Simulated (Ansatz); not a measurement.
## Input and output of a self-consistent single point for Al2O3 (R-3c, 10 atoms in the cell) (Ansatz)

Computed with PBE (plane waves, PAW; Ansatz, a quantum-chemistry and plane-wave program).

This input was run:

Ansatz 0.2 input:
```yaml
crystal:
  lattice:
    - [2.395016, 1.382763, 4.358910]
    - [-2.395016, 1.382763, 4.358910]
    - [0.000000, -2.765526, 4.358910]
  atoms:
    - { symbol: Al, position: [0.352290, 0.352290, 0.352290] }
    - { symbol: Al, position: [0.147710, 0.147710, 0.147710] }
    - { symbol: Al, position: [0.647710, 0.647710, 0.647710] }
    - { symbol: Al, position: [0.852290, 0.852290, 0.852290] }
    - { symbol: O, position: [0.556210, 0.943790, 0.250000] }
    - { symbol: O, position: [0.250000, 0.556210, 0.943790] }
    - { symbol: O, position: [0.943790, 0.250000, 0.556210] }
    - { symbol: O, position: [0.443790, 0.056210, 0.750000] }
    - { symbol: O, position: [0.750000, 0.443790, 0.056210] }
    - { symbol: O, position: [0.056210, 0.750000, 0.443790] }
kpoints:
  mp_grid: { grid: [8, 8, 8] }
hamiltonian:
  xc: pbe
  pseudopotentials: { kind: paw }
scf:
  occupations: { method: methfessel_paxton, width: 0.272 eV }
output:
  forces: true
  eigenvalues: true
  stress: true
```

Output, abridged:

```
WARN basis.ecutwfc = 420 eV, the default
WARN ansatz: RAYON_NUM_THREADS=1 ignored (pool sized by the plan → 1); use --threads N
Pseudopotentials: kind: paw
Pseudopotential: Al, paw, valence charge 3
Pseudopotential: O, paw, valence charge 6
Crystal: 10 atoms, lattice volume = 86.613 Å³
Basis set: ecut = 420 eV, 1695 PW (Γ), exchange–correlation on 72×72×72 points (8 copies of the dense FFT grid, shifted against one another)
Bands: 34, of which v1, the nominal top of the filled ones, is band 24 counted from 1 (23 counted from 0)
Symmetry: 12 space group operations
Space group: R-3c (ITA 167), of the structure as read, at distance tolerance 4.4e-5 Å
k-points: 65 of 512
Initial density: superposition of atomic densities (neutral atoms: chi_scale 0, normalization atom), corrected by the library's trained network
Initial wavefunctions: pseudopotential atomic-orbital guess
Eigensolver: davidson
Functional: x = pbe(κ = 0.804, μ = 0.2195149727645171), c = pbe(β = 0.06672455060314922)
SCF iter   1: F=—  HF=-5569.598375 eV  |F-HF|=—  |Δ(HF+E_count)|=         —  Δρ=1.69e-3  dr2=1.27e-3  ethr=1.77e-3  ⟨swp⟩=7.0  Hψ=11184  notcnv=0
all-band conjugate gradients solve this SCF's bands
preconditioner: auto → Resta (q_TF=auto, 2.473 Å⁻¹)
SCF iter   2: F=—  HF=-5569.599599 eV  |F-HF|=—  |Δ(HF+E_count)|=   1.22e-3  S|Δr|=    0.00e0  Δρ=8.71e-4  dr2=2.76e-4  ethr=2.65e-6  ⟨swp⟩=2.0  Hψ=4283  notcnv=0
SCF iter   3: F=—  HF=-5569.600190 eV  |F-HF|=—  |Δ(HF+E_count)|=   5.91e-4  S|Δr|=    0.00e0  Δρ=2.70e-4  dr2=3.59e-5  ethr=5.74e-7  ⟨swp⟩=2.1  Hψ=3101  notcnv=0
SCF iter   4: F=—  HF=-5569.600270 eV  |F-HF|=—  |Δ(HF+E_count)|=   8.01e-5  S|Δr|=    0.00e0  Δρ=5.12e-5  dr2=1.19e-6  ethr=7.47e-8  ⟨swp⟩=2.0  Hψ=3113  notcnv=0
SCF iter   5: F=-5569.600272 eV  HF=-5569.600272 eV  |F-HF|=4.84e-9  |Δ(HF+E_count)|=   1.28e-6  S|Δr|=    0.00e0  Δρ=8.77e-6  dr2=2.91e-8  ethr=2.08e-10  ⟨swp⟩=9.1  Hψ=12390  notcnv=0
SCF 1 converged in 5 iterations: F = -5569.600272 eV  dr2 = 2.91e-8
SCF converged after 5 iterations
Stability not checked (fill_not_monotonic)
Free energy (F): -5569.600272 eV
Harris-Foulkes:  -5569.600272 eV  (|F-HF|=4.84e-9)
Internal energy: -5569.600272 eV  (E = F + TS)
E sigma→0 (E₀):  -5569.600272 eV
Fermi energy:    10.508666 eV
Step filling:    the computed levels leave a gap of 5.9888 eV = 22.0 smearing widths
--- Per-component energies (eV) ---
  E_band       = 58.289468
  E_kinetic    = 1180.758243
  E_local      = -1997.452674  (includes V_loc(G=0)·N_el)
  E_nonlocal   = 323.829498
  E_hartree    = 740.202177
  E_xc         = -612.923731
  E_vxc        = -696.216885  (∫ρ·V_xc dr)
  E_paw        = -2821.427692  (= ΣΔE_a)
  E_vpaw       = -233.050063  (= ΣTr[D̂ρ^β])
  E_aug_tail   = 0.015193  (compensation charges beyond the density's cutoff)
  E_ewald      = -2382.601286
  E_smearing   = 0.000000  (= −TS)
  E_closure    = 0.000000  (closes the sum)
  Σ components = -5569.600272   (vs F -5569.600272, Δ=0.00e0)
--- Forces (eV/Å), atoms counted from 1 ---
  atom   1  Al    -0.00000000     0.00000000    -0.03820670
  atom   2  Al    -0.00000000    -0.00000000     0.03820670
  atom   3  Al     0.00000000    -0.00000000     0.03820670
  atom   4  Al     0.00000000     0.00000000    -0.03820670
  atom   5  O      0.00440671     0.00000000     0.00000000
  atom   6  O     -0.00220336     0.00381632     0.00000000
  atom   7  O     -0.00220336    -0.00381632     0.00000000
  atom   8  O     -0.00440671     0.00000000     0.00000000
  atom   9  O      0.00220336    -0.00381632     0.00000000
  atom  10  O      0.00220336     0.00381632     0.00000000
  max |Σ_I F_I| component: 7.37e-18 eV/Å
--- Stress (GPa, compression-positive) ---
        2.861958       0.000000       0.000000
        0.000000       2.861958      -0.000000
        0.000000      -0.000000       2.409465
  P = ⅓ Tr σ = 2.7111 GPa (27.111 kbar)
  The stress holds the Pulay correction. Without it, at fixed plane waves, as pw.x and ABINIT print it: P = 1.8409 GPa
--- Band table (eV; the first three rows and the last of 65) ---
  k-point 0: bands = ["-11.5706", "-9.3170", "-9.0483", "-9.0483", "-8.7436", "-8.7436", "0.7134", "1.6912", "2.0733", "2.0733", "3.1758", "3.2884", "3.2884", "4.2776", "4.5954", "6.1158", "6.1158", "6.2526", "6.2526", "7.0319", "7.0319", "7.4730", [...]
  k-point 1: bands = ["-11.4917", "-9.3439", "-9.1060", "-9.0649", "-8.7819", "-8.7479", "0.8021", "1.4991", "1.9665", "2.4812", "2.7445", "3.2196", "3.8947", "4.6103", "4.7759", "5.7963", "6.0972", "6.1635", "6.3280", "6.8557", "6.9034", "7.2502", [...]
  k-point 2: bands = ["-11.2620", "-9.5643", "-9.1222", "-9.0937", "-8.8755", "-8.7754", "0.9845", "1.4922", "1.7009", "2.5326", "3.0127", "3.4172", "4.6597", "4.8856", "5.2329", "5.4799", "5.7324", "6.0911", "6.1598", "6.2338", "6.7679", "7.0744", [...]
  k-point 64: bands = ["-10.6027", "-10.6027", "-8.9142", "-8.9142", "-8.9142", "-8.9142", "2.0036", "2.0036", "3.1604", "3.1604", "3.1604", "3.1604", "3.4829", "3.4829", "5.3012", "5.3012", "5.5602", "5.5602", "5.5602", "5.5602", "7.1456", [...]
```

The run converged in 5 iterations.

The starting cell comes from a database of published, mostly measured structures (it also holds non-ambient and calculated ones), without a prior relaxation at this level. Its lattice was rescaled by a random factor within 2.5 % of one. Ansatz's pressure includes its estimate of the finite-basis (Pulay) stress. Without the estimate this run gives 1.84 GPa.
